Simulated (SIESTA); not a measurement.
Input and output of a self-consistent single point for SrZr2SnO6 (Cmmm, 10 atoms in the cell) (SIESTA)

Method of the run: SIESTA 5.4.2 with GGA PBEsol, numerical atomic orbitals TZP, PseudoDojo PBEsol standard norm-conserving potentials (rewritten from UPF to PSML).

This input was run:

```
# files in the folder: Sr.psml Zr.psml Sn.psml O.psml (PseudoDojo PBEsol standard)
SystemName  SrZr2SnO6
SystemLabel srzr2sno6

NumberOfAtoms                10
NumberOfSpecies              4
%block ChemicalSpeciesLabel
  1 38 Sr
  2 40 Zr
  3 50 Sn
  4 8 O
%endblock ChemicalSpeciesLabel
LatticeConstant              1.0 Ang
%block LatticeVectors
     3.999428000   -4.060344000    0.000000000
     3.999428000    4.060344000    0.000000000
     0.000000000    0.000000000    4.146666000
%endblock LatticeVectors
AtomicCoordinatesFormat      Ang
%block AtomicCoordinatesAndAtomicSpecies
     3.999428000    0.000000000    2.073333000  1
     1.999714000    2.030172000    0.000000000  2
     1.999714000   -2.030172000    0.000000000  2
     0.000000000    0.000000000    2.073333000  3
     1.999714000    2.030172000    2.073333000  4
     1.999714000   -2.030172000    2.073333000  4
     3.999428000    1.506062796    0.000000000  4
     3.999428000   -1.506062796    0.000000000  4
     6.500430306    0.000000000    0.000000000  4
     1.498425694   -0.000000000    0.000000000  4
%endblock AtomicCoordinatesAndAtomicSpecies

XC.functional                GGA
XC.authors                   PBEsol
PAO.BasisSize                TZP
PAO.EnergyShift              0.01 Ry
MeshCutoff                   350 Ry
%block kgrid.MonkhorstPack
    4   0   0  0.0
    0   4   0  0.0
    0   0   6  0.0
%endblock kgrid.MonkhorstPack
OccupationFunction           FD
ElectronicTemperature        10 K

MaxSCFIterations             150
SCF.Mixer.Method             Pulay
SCF.Mixer.Weight             0.25
SCF.Mixer.History            6
SCF.DM.Tolerance             1.0E-05
Diag.ParallelOverK           true
WriteForces                  true
```

Output, abridged:

```
reinit: Reading from file input.fdf

reinit: System Name: SrZr2SnO6
reinit: System Label: srzr2sno6

coor:   Atomic-coordinates input format  =     Cartesian coordinates
coor:                                          (in Angstroms)

siesta: Atomic coordinates (Bohr) and species
siesta:      7.55782   0.00000   3.91803  1        1
siesta:      3.77891   3.83647   0.00000  2        2
siesta:      3.77891  -3.83647   0.00000  2        3
siesta:      0.00000   0.00000   3.91803  3        4
siesta:      3.77891   3.83647   3.91803  4        5
siesta:      3.77891  -3.83647   3.91803  4        6
siesta:      7.55782   2.84605   0.00000  4        7
siesta:      7.55782  -2.84605   0.00000  4        8
siesta:     12.28403   0.00000   0.00000  4        9
siesta:      2.83161  -0.00000   0.00000  4       10

siesta: System type = bulk

initatomlists: Number of atoms, orbitals, and projectors:     10   184   164

siesta: ******************** Simulation parameters ****************************
redata: Spin configuration                          = none
redata: Time-Reversal Symmetry                      = T
redata: Number of Atomic Species                    =        4
redata: Mesh Cutoff                                 =   350.0000 Ry
redata: Net charge of the system                    =     0.0000 |e|
redata: Min. number of SCF Iter                     =        0
redata: Max. number of SCF Iter                     =      150
redata: SCF convergence failure will abort job
redata: SCF mix quantity                            = Hamiltonian
redata: Mix DM or H after convergence               =   F
redata: Recompute H after scf cycle                 =   F
redata: Mix DM in first SCF step                    =   T
redata: No kicks to SCF
redata: DM Mixing Weight for Kicks                  =     0.5000
redata: Require Harris convergence for SCF          =   F
redata: Harris energy tolerance for SCF             =     0.000100 eV
   [... lines left out ...]
diag: Parallel distribution                         =     1 x     1
diag: Used triangular part                          = Lower
diag: Absolute tolerance                            =  0.100E-15
diag: Orthogonalization factor                      =  0.100E-05
diag: Memory factor                                 =  1.0000

superc: Internal auxiliary supercell:     5 x     5 x     5  =     125
superc: Number of atoms, orbitals, and projectors:   1250  23000  20500

                        Single-point calculation

superc: Internal auxiliary supercell:     5 x     5 x     5  =     125
superc: Number of atoms, orbitals, and projectors:   1250  23000  20500

outcell: Unit cell vectors (Ang):
        3.999428   -4.060344    0.000000
        3.999428    4.060344    0.000000
        0.000000    0.000000    4.146666

outcell: Cell vector modules (Ang)   :    5.699282    5.699282    4.146666
outcell: Cell angles (23,13,12) (deg):     90.0000     90.0000     90.8661
outcell: Cell volume (Ang**3)        :    134.6759
new_DM -- step:     1
Initializing Density Matrix...

Attempting to read DM from file... Failed...
DM filled with atomic data:

InitMesh: MESH = 72 x 72 x 48 = 248832
InitMesh: Mesh cutoff (required, used) =   350.000   370.328 Ry

stepf: Fermi-Dirac step function
        iscf     Eharris(eV)        E_KS(eV)     FreeEng(eV)     dDmax    Ef(eV) dHmax(eV)
   scf:    1    -8480.045972    -8511.778801    -8511.778801  1.643839 -3.601455 10.253795
   scf:    2    -8532.790191    -8525.246437    -8525.246437  0.273859 -5.115552  3.664644
   scf:    3    -8526.294780    -8526.074482    -8526.074482  0.103475 -5.741916  1.460373
   scf:    4    -8526.174354    -8526.134792    -8526.134792  0.047236 -5.853196  0.691746
   scf:    5    -8526.166305    -8526.153139    -8526.153139  0.032570 -6.005919  0.129495
   scf:    6    -8526.153780    -8526.153606    -8526.153606  0.008897 -4.025749  0.030719
   scf:    7    -8526.153908    -8526.153795    -8526.153795  0.002445 -4.020124  0.012097
   scf:    8    -8526.153832    -8526.153817    -8526.153817  0.001796 -4.012494  0.001762
   scf:    9    -8526.153818    -8526.153817    -8526.153817  0.000224 -4.011791  0.001474
   scf:   10    -8526.153818    -8526.153818    -8526.153818  0.000130 -4.011629  0.000365
   scf:   11    -8526.153818    -8526.153818    -8526.153818  0.000076 -4.011491  0.000121
   scf:   12    -8526.153818    -8526.153818    -8526.153818  0.000008 -4.011460  0.000066
SCF Convergence by DM+H criterion
max |DM_out - DM_in|         :     0.0000076502
max |H_out - H_in|      (eV) :     0.0000661520
SCF cycle converged after 12 iterations

Using DM_out to compute the final energy and forces

siesta: E_KS(eV) =            -8526.1538

siesta: E_KS - E_eggbox =     -8526.1538

siesta: Atomic forces (eV/Ang):
     1    0.000000    0.000000   -0.000000
     2    0.000000    0.000000   -0.000000
     3   -0.000000   -0.000000   -0.000000
     4    0.000000    0.000000   -0.000000
     5   -0.000000    0.000000    0.000000
     6    0.000000    0.000000    0.000000
     7    0.000000   -0.030928   -0.000000
     8   -0.000000    0.030928   -0.000000
     9   -0.046187    0.000000   -0.000000
    10    0.046187   -0.000000   -0.000000
   Tot    0.000000   -0.000000   -0.000000
   Max    0.046187
   Res    0.014352    sqrt( Sum f_i^2 / 3N )
   Max    0.046187    constrained

Stress tensor Voigt[x,y,z,yz,xz,xy] (kbar):      -15.74      -25.25      -47.08       -0.00       -0.00       -0.00
(Free)E + p*V (eV/cell)    -8523.6861
Target enthalpy (eV/cell)    -8526.1538

siesta: Program's energy decomposition (eV):
siesta: Ebs     =     -1713.264971
siesta: Eions   =     11645.005742
siesta: Ena     =      2056.566224
siesta: Ekin    =      4116.900404
siesta: Enl     =     -1058.006390
siesta: Eso     =         0.000000
siesta: Edftu   =         0.000000
siesta: DEna    =        39.424991
siesta: DUscf   =         4.444010
siesta: DUext   =         0.000000
siesta: Ex      =     -1893.747613
siesta: Ec      =      -146.729702
siesta: Exc     =     -2040.477315
siesta: Eharris =     -8526.153818
siesta: Etot    =     -8526.153818
siesta: FreeEng =     -8526.153818

siesta: Atomic forces (eV/Ang):
siesta:      1    0.000000    0.000000   -0.000000
siesta:      2    0.000000    0.000000   -0.000000
siesta:      3   -0.000000   -0.000000   -0.000000
siesta:      4    0.000000    0.000000   -0.000000
siesta:      5   -0.000000    0.000000    0.000000
siesta:      6    0.000000    0.000000    0.000000
siesta:      7    0.000000   -0.030928   -0.000000
siesta:      8   -0.000000    0.030928   -0.000000
siesta:      9   -0.046187    0.000000   -0.000000
siesta:     10    0.046187   -0.000000   -0.000000
siesta: ----------------------------------------
siesta:    Tot    0.000000   -0.000000   -0.000000

siesta: Stress tensor (static) (eV/Ang**3):
siesta:    -0.009824   -0.000000   -0.000000
siesta:    -0.000000   -0.015759   -0.000000
siesta:    -0.000000   -0.000000   -0.029388

siesta: Cell volume =        134.675862 Ang**3

siesta: Pressure (static):
siesta:                Solid            Molecule  Units
siesta:           0.00019957          0.00020831  Ry/Bohr**3
siesta:           0.01832364          0.01912602  eV/Ang**3
siesta:          29.35771319         30.64327027  kBar
```

The run converged in 12 iterations.

The starting cell comes from a database of computed structures (which also holds hypothetical and non-ambient phases and stackings), without a prior relaxation at this level. Its lattice was rescaled by a random factor within 2.5 % of one. Values carry the incompleteness of an atom-centred basis.

Cost on one core of a shared machine: roughly 3 min.
